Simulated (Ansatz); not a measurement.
## BeTe: pressure series

The parent structure is BeTe in the zinc blende structure (space group F-43m, No. 216).

```yaml
crystal:
  lattice:
    - [0.00000, 2.82847, 2.82847]
    - [2.82847, 0.00000, 2.82847]
    - [2.82847, 2.82847, 0.00000]
  atoms:
    - { symbol: Te, position: [0.75000, 0.75000, 0.75000] }
    - { symbol: Be, position: [0.00000, 0.00000, 0.00000] }
```

Cell and atoms are relaxed at each pressure.

Levels (all Ansatz, a first-principles code, PAW): r2SCAN (500 eV, no SOC); HSE06 (420 eV, no spin-orbit coupling).

Band gaps by level, all at the geometries relaxed with r2SCAN:

| case | r2SCAN | HSE06 |
|---|---|---|
| base | 2.38 eV | 2.69 eV |
| pressure −2 GPa | 2.46 eV | … |
| pressure −1 GPa | 2.42 eV | 2.74 eV |
| pressure 15 GPa | 1.88 eV | … |
| pressure 30 GPa | 1.51 eV | 1.80 eV |
| pressure 50 GPa | 1.11 eV | … |
| pressure 75 GPa | 0.70 eV | … |
| pressure 100 GPa | 0.37 eV | 0.64 eV |

Question: Some entries are withheld; estimate them.

Answer: 
- pressure −2 GPa, HSE06: 2.78 eV
- pressure 15 GPa, HSE06: 2.18 eV
- pressure 50 GPa, HSE06: 1.39 eV
- pressure 75 GPa, HSE06: 0.98 eV

Single points use the geometry relaxed with r2SCAN. The hybrid gap comes from the SCF mesh plus the semilocal run's edge points and a few special points and is an upper bound. Spin-orbit coupling, missing from the scalar runs, can matter with Te. Load acts through the strain it causes; cell and atoms are relaxed under it. No phonon test of stability was made. No other phases were tried under pressure.
